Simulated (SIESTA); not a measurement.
Input and output of a self-consistent single point for a (110) slab of ScSi (cut from a parent of space group no. 63; 4 atoms in the cell) (SIESTA)

Method of the run: LDA PW92, numerical atomic orbitals DZP, PseudoDojo LDA standard norm-conserving potentials (rewritten from UPF to PSML) (SIESTA 5.4.2).

Input:

```
# files in the folder: Sc.psml Si.psml (PseudoDojo LDA standard)
SystemName  ScSi
SystemLabel siesta

NumberOfAtoms                4
NumberOfSpecies              2
%block ChemicalSpeciesLabel
  1 21 Sc
  2 14 Si
%endblock ChemicalSpeciesLabel
LatticeConstant              1.0 Ang
%block LatticeVectors
     3.649113000    0.000000000    0.000000000
     0.000000000    5.314168000    0.000000000
     0.000000000    0.000000000   17.091891000
%endblock LatticeVectors
AtomicCoordinatesFormat      ScaledCartesian
%block AtomicCoordinatesAndAtomicSpecies
     0.912278250    2.129296777    9.058992792  1
     2.736834750    4.898015504    8.032898208  1
     0.912278250    4.691289055   10.091889949  2
     2.736834750    2.336023226    7.000001051  2
%endblock AtomicCoordinatesAndAtomicSpecies

XC.functional                LDA
XC.authors                   PW92
PAO.BasisSize                DZP
PAO.EnergyShift              0.01 Ry
MeshCutoff                   350 Ry
%block kgrid.MonkhorstPack
    8   0   0  0.0
    0   6   0  0.0
    0   0   1  0.0
%endblock kgrid.MonkhorstPack
OccupationFunction           FD
ElectronicTemperature        1160.45 K

MaxSCFIterations             150
SCF.Mixer.Method             Pulay
SCF.Mixer.Weight             0.2
SCF.Mixer.History            8
SCF.DM.Tolerance             1.0E-05
Diag.ParallelOverK           true
WriteForces                  true
```

The program printed (abridged):

```
reinit: Reading from file input.fdf

reinit: System Name: ScSi
reinit: System Label: siesta

coor:   Atomic-coordinates input format  =     Cartesian coordinates
coor:                                          (in units of alat)

siesta: Atomic coordinates (Bohr) and species
siesta:      1.72396   4.02379  17.11902  1        1
siesta:      5.17187   9.25591  15.17998  1        2
siesta:      1.72396   8.86525  19.07091  2        3
siesta:      5.17187   4.41444  13.22808  2        4

siesta: System type = slab

initatomlists: Number of atoms, orbitals, and projectors:      4    64    72

siesta: ******************** Simulation parameters ****************************
redata: Spin configuration                          = none
redata: Time-Reversal Symmetry                      = T
redata: Number of Atomic Species                    =        2
redata: Mesh Cutoff                                 =   350.0000 Ry
redata: Net charge of the system                    =     0.0000 |e|
redata: Min. number of SCF Iter                     =        0
redata: Max. number of SCF Iter                     =      150
redata: SCF convergence failure will abort job
redata: SCF mix quantity                            = Hamiltonian
redata: Mix DM or H after convergence               =   F
redata: Recompute H after scf cycle                 =   F
redata: Mix DM in first SCF step                    =   T
redata: No kicks to SCF
redata: DM Mixing Weight for Kicks                  =     0.5000
redata: Require Harris convergence for SCF          =   F
redata: Harris energy tolerance for SCF             =     0.000100 eV
redata: Require DM convergence for SCF              =   T
redata: DM tolerance for SCF                        =     0.000010
redata: Require EDM convergence for SCF             =   F
redata: EDM tolerance for SCF                       =     0.001000 eV
redata: Require H convergence for SCF               =   T
redata: Hamiltonian tolerance for SCF               =     0.001000 eV
redata: Require (free) Energy convergence for SCF   =   F
redata: (free) Energy tolerance for SCF             =     0.000100 eV
redata: Using DFT-D3 dispersion                     =   F
redata: Using Saved Data (generic)                  =   F
redata: Method of Calculation                       = Diagonalization
redata: Electronic Temperature                      =  1160.4500 K
redata: Number of TDED substeps                     =        3
redata: Dynamics option                             = Single-point calculation
redata: Save all siesta data in one NC              =   F
redata: ***********************************************************************

%block SCF.Mixers
  Pulay
%endblock SCF.Mixers

%block SCF.Mixer.Pulay
  # Mixing method
  method pulay
  variant stable

  # Mixing options
  weight 0.2000
  weight.linear 0.2000
  history 8
%endblock SCF.Mixer.Pulay

DM_history_depth set to one: no extrapolation allowed by default for geometry relaxation
Size of DM history Fstack: 1
Total number of electrons:    30.000000
Total ionic charge:    30.000000

* ProcessorY, Blocksize:    1  65

* Orbital distribution balance (max,min):    64    64

k-point displ. along   1 input, could be:     0.00    0.50
k-point displ. along   2 input, could be:     0.00    0.50
 Kpoints in:           30 . Kpoints trimmed:           28

siesta: k-grid: Number of k-points = 28
siesta: k-points from Monkhorst-Pack grid
siesta: k-cutoff (effective) =     8.546 Ang
siesta: k-point supercell and displacements
siesta: k-grid:     8     0     0      0.000
siesta: k-grid:     0     6     0      0.000
siesta: k-grid:     0     0     1      0.000

diag: Algorithm                                     = D&C
diag: Parallel over k                               =   F
diag: Use parallel 2D distribution                  =   F
diag: Parallel block-size                           = 65
diag: Parallel distribution                         =     1 x     1
diag: Used triangular part                          = Lower
diag: Absolute tolerance                            =  0.100E-15
diag: Orthogonalization factor                      =  0.100E-05
diag: Memory factor                                 =  1.0000

superc: Internal auxiliary supercell:     5 x     5 x     1  =      25
superc: Number of atoms, orbitals, and projectors:    100   1600   1800

                        Single-point calculation

superc: Internal auxiliary supercell:     5 x     5 x     1  =      25
superc: Number of atoms, orbitals, and projectors:    100   1600   1800

outcell: Unit cell vectors (Ang):
        3.649113    0.000000    0.000000
        0.000000    5.314168    0.000000
        0.000000    0.000000   17.091891

outcell: Cell vector modules (Ang)   :    3.649113    5.314168   17.091891
outcell: Cell angles (23,13,12) (deg):     90.0000     90.0000     90.0000
outcell: Cell volume (Ang**3)        :    331.4459
new_DM -- step:     1
Initializing Density Matrix...

Attempting to read DM from file... Failed...
DM filled with atomic data:

InitMesh: MESH = 48 x 60 x 200 = 576000
InitMesh: Mesh cutoff (required, used) =   350.000   352.317 Ry

stepf: Fermi-Dirac step function

        iscf     Eharris(eV)        E_KS(eV)     FreeEng(eV)     dDmax    Ef(eV) dHmax(eV)
   scf:    1    -2848.851027    -2856.964817    -2857.052495  1.812951 -4.750306  7.326339
   scf:    2    -2860.161550    -2859.390933    -2859.513848  0.179857 -4.837958  1.447581
   scf:    3    -2859.974599    -2859.709013    -2859.832752  0.022628 -4.698866  0.772961
   scf:    4    -2859.935664    -2859.866514    -2859.998392  0.033753 -4.588576  0.175292
   scf:    5    -2859.846845    -2859.866659    -2859.994529  0.014280 -4.613570  0.531204
   scf:    6    -2859.793588    -2859.853058    -2859.990537  0.033703 -4.666330  0.581728
   [... 3 lines left out ...]
   scf:   10    -2859.873501    -2859.873648    -2860.006422  0.000484 -4.642854  0.001871
   scf:   11    -2859.873659    -2859.873653    -2860.006423  0.000229 -4.642770  0.000309
   scf:   12    -2859.873649    -2859.873651    -2860.006423  0.000014 -4.642773  0.000105
   scf:   13    -2859.873651    -2859.873651    -2860.006423  0.000017 -4.642781  0.000065
   scf:   14    -2859.873651    -2859.873651    -2860.006423  0.000005 -4.642772  0.000040

SCF Convergence by DM+H criterion
max |DM_out - DM_in|         :     0.0000050537
max |H_out - H_in|      (eV) :     0.0000403653
SCF cycle converged after 14 iterations

Using DM_out to compute the final energy and forces

siesta: E_KS(eV) =            -2859.8737

siesta: E_KS - E_eggbox =     -2859.8737

siesta: Atomic forces (eV/Ang):
     1    0.000000    0.022964    0.014256
     2    0.000000   -0.023673   -0.014142
     3   -0.000000    0.280118   -0.895512
     4   -0.000000   -0.280154    0.895623
   Tot    0.000000   -0.000745    0.000225
   Max    0.895623
   Res    0.383246    sqrt( Sum f_i^2 / 3N )
   Max    0.895623    constrained

Stress tensor Voigt[x,y,z,yz,xz,xy] (kbar):       31.93       25.32       13.31       -4.30        0.00        0.00
(Free)E + p*V (eV/cell)    -2864.8723
Target enthalpy (eV/cell)    -2860.0064

siesta: Program's energy decomposition (eV):
siesta: Ebs     =      -713.131637
siesta: Eions   =      4462.912625
siesta: Ena     =       887.922882
siesta: Ekin    =      1040.727275
siesta: Enl     =       150.068921
siesta: Eso     =         0.000000
siesta: Edftu   =         0.000000
siesta: DEna    =        36.658590
siesta: DUscf   =         1.122670
siesta: DUext   =         0.000000
siesta: Ex      =      -458.709221
siesta: Ec      =       -54.752143
siesta: Exc     =      -513.461365
siesta: Eharris =     -2859.873651
siesta: Etot    =     -2859.873651
siesta: FreeEng =     -2860.006423

siesta: Atomic forces (eV/Ang):
siesta:      1    0.000000    0.022964    0.014256
siesta:      2    0.000000   -0.023673   -0.014142
siesta:      3   -0.000000    0.280118   -0.895512
siesta:      4   -0.000000   -0.280154    0.895623
siesta: ----------------------------------------
siesta:    Tot    0.000000   -0.000745    0.000225

siesta: Stress tensor (static) (eV/Ang**3):
siesta:     0.019931    0.000000   -0.000000
siesta:     0.000000    0.015803   -0.002683
siesta:     0.000000   -0.002683    0.008307

siesta: Cell volume =        331.445942 Ang**3

siesta: Pressure (static):
siesta:                Solid            Molecule  Units
siesta:          -0.00015989         -0.00013624  Ry/Bohr**3
siesta:          -0.01468062         -0.01250913  eV/Ang**3
siesta:         -23.52094917        -20.04184085  kBar

siesta: Electric dipole (a.u.)  =   -0.000000   -0.000000   -0.000003
siesta: Electric dipole (Debye) =   -0.000000   -0.000000   -0.000007
```

The run converged in 14 iterations.

The starting cell comes from a database of computed structures (which also holds hypothetical and non-ambient phases and stackings), without a prior relaxation at this level. The slab is cut from that crystal, and its faces are unrelaxed. Its lattice was rescaled by up to half a per cent. Spin polarisation is off, though cut faces can carry moments; the slab shows no gap. Values carry the incompleteness of an atom-centred basis.

Cost on one core of a shared machine: roughly 30 s.
